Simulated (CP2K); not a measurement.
A self-consistent single point of C₃N₄ (P1, 7 atoms in the cell) with CP2K.

Method of the run: LDA (Pade form), GPW, DZVP-MOLOPT-SR-GTH basis, GTH-PADE potentials (GTH_POTENTIALS) in CP2K.

The change in words: atoms moved at random. Reference geometry:
```xyz
7
Lattice="4.5685 0.0000 0.0000 2.0012 4.1069 0.0000 2.0012 1.2510 3.9117" Properties=species:S:1:pos:R:3 pbc="T T T"
C      3.2583     2.0368     0.0756
C      2.0498     2.6257     1.9170
C      3.2583     0.6925     1.9170
N      3.6948     0.9115     0.6655
N      2.4379     2.9221     0.6655
N      2.4379     1.5240     2.5805
N      5.7049     3.5662     2.6036
```

Reference input (self-consistent single point, DFT LDA (Pade form), GPW, DZVP-MOLOPT-SR-GTH basis, GTH-PADE potentials (GTH_POTENTIALS)): CUTOFF = 400 Ry; REL_CUTOFF = 50 Ry; SMEAR/METHOD = FERMI_DIRAC; ELECTRONIC_TEMPERATURE = 116.05 K; KPOINTS/SCHEME = MONKHORST-PACK 6 6 6; GAMMA_CENTERED = T; XC_FUNCTIONAL = PADE; C/BASIS_SET = DZVP-MOLOPT-SR-GTH-q4; C/POTENTIAL = GTH-PADE-q4; N/BASIS_SET = DZVP-MOLOPT-SR-GTH-q5; N/POTENTIAL = GTH-PADE-q5; METHOD = GPW. This run's input differs from it in these lines:

```diff
@@ -70,9 +70,9 @@
       SCALED
-      C        0.49006500     0.49006500     0.01933000
-      C        0.01933000     0.49006500     0.49006500
-      C        0.49006500     0.01933000     0.49006500
-      N        0.65970000     0.17012000     0.17012000
-      N        0.17012000     0.65970000     0.17012000
-      N        0.17012000     0.17012000     0.65970000
-      N        0.66560300     0.66560300     0.66560300
+      C        0.49732700     0.48557300     0.01479100
+      C        0.01117800     0.50600600     0.48350800
+      C        0.48980500     0.00720100     0.49089900
+      N        0.67720400     0.15605600     0.18106100
+      N        0.16156900     0.68492600     0.16744300
+      N        0.16906800     0.15759300     0.68257800
+      N        0.65885200     0.66764800     0.64472300
     &END COORD
```

The program printed (abridged):

```
 SCF WAVEFUNCTION OPTIMIZATION

  Step     Update method      Time    Convergence         Total energy    Change
     1 NoMix/Diag. 0.30E+00      -     1.04357126       -56.8577267431 -5.69E+01
     2 Broy./Diag. 0.30E+00      -     0.29927121       -54.5185808844  2.34E+00
     3 Broy./Diag. 0.30E+00      -     0.03958237       -56.3761128311 -1.86E+00
     4 Broy./Diag. 0.30E+00      -     0.01784395       -56.7672525403 -3.91E-01
     5 Broy./Diag. 0.30E+00      -     0.00664989       -56.8620905772 -9.48E-02
     6 Broy./Diag. 0.30E+00      -     0.00275180       -56.8455253771  1.66E-02
   [... 5 lines left out ...]
    12 Broy./Diag. 0.30E+00      -     0.00000126       -56.8151082455 -5.41E-05
    13 Broy./Diag. 0.30E+00      -     0.00000143       -56.8150898939  1.84E-05
    14 Broy./Diag. 0.30E+00      -     0.00000017       -56.8150804904  9.40E-06
    15 Broy./Diag. 0.30E+00      -     0.00000009       -56.8150796351  8.55E-07
  *** SCF run converged in    15 steps ***

  Overlap energy of the core charge distribution:               0.00000049068061
  Self energy of the core charge distribution:               -136.36715211081236
  Core Hamiltonian energy:                                     40.45841784219751
  Hartree energy:                                              54.04371174945656
  Exchange-correlation energy:                                -14.95005760661494
  Electronic entropic energy:                                  -0.00000000000001
  Fermi energy:                                                 0.14979045107116

  Total energy:                                               -56.81507963509262
  Total energy (extrapolated to T->0):                        -56.81507963509262

                     Mulliken Population Analysis

   [... lines left out ...]

 STRESS| Analytical stress tensor [bar]
 STRESS|                        x                   y                   z
 STRESS|      x       -1.26773679467E+05   1.34400837156E+05   4.56329782586E+04
 STRESS|      y        1.34400837156E+05  -2.73000901553E+05   5.77768389842E+04
 STRESS|      z        4.56329782586E+04   5.77768389842E+04  -2.31002017749E+05
 STRESS| 1/3 Trace                                            -2.10258866257E+05
```

The run converged in 15 iterations. Against the reference run the free energy goes up by 169 meV/atom, the pressure goes from -14.70 to -21.03 GPa, the largest force goes from 1.068 to 4.904 eV/Å and the gap on the mesh goes from 1.384 to 0.524 eV.

The starting cell comes from a database of computed structures (which also holds hypothetical and non-ambient phases and stackings), without a prior relaxation at this level. Its lattice was rescaled by a random factor within 2.5 % of one. For this run, on top of that: atoms moved at random. Values carry the incompleteness of an atom-centred basis. With a pressure of about -21 GPa the cell is away from its equilibrium volume at this level. Forces in this geometry exceed 1 eV/Å.

Cost on one core of a shared machine: roughly 30 s.
